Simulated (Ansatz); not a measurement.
Consider interstitial Li in monoclinic ZrO2 strained by +1.5 % along x and y, z held, charge state +1. Level of theory: PBE, PAW (plane waves to 420 eV; Ansatz, a first-principles code).

Cell of 96 host sites held at the strained lattice (strain from the relaxed PBE one, atoms relaxed); the Γ point alone; Fermi-Dirac width 0.01 eV, spin-restricted; finite-size errors left in. Energies are static. The charge state is imposed; whether it is stable for some Fermi level was not computed. Sites that were not tried may lie lower.

Barriers: single points on a 2×2×2 k-point mesh shifted by half a step at the bands' geometries.

A. one Li atom jumps by itself; the atom moves 2.65 Å along (0.39, -0.17, 0.33) of the unit cell; the moving atom starts with neighbours 2 O at 1.83, O at 2.00, O at 2.05 Å and ends with 2 O at 1.83, O at 2.00, O at 2.05 Å; saddle order not checked, on a symmetry element.
B. one Li atom jumps by itself; the atom moves 3.20 Å along (0.00, 0.33, -0.50) of the unit cell; the moving atom starts with neighbours 2 O at 1.83, O at 2.00, O at 2.05 Å and ends with 2 O at 1.83, O at 2.00, O at 2.05 Å; saddle order not checked.

A band can be held on a symmetry element, so unchecked saddle points there may be too high.

Question: Rank these by forward barrier (lowest first), as PBE, PAW gives it.

Answer: A (0.088 eV), B (0.96 eV)
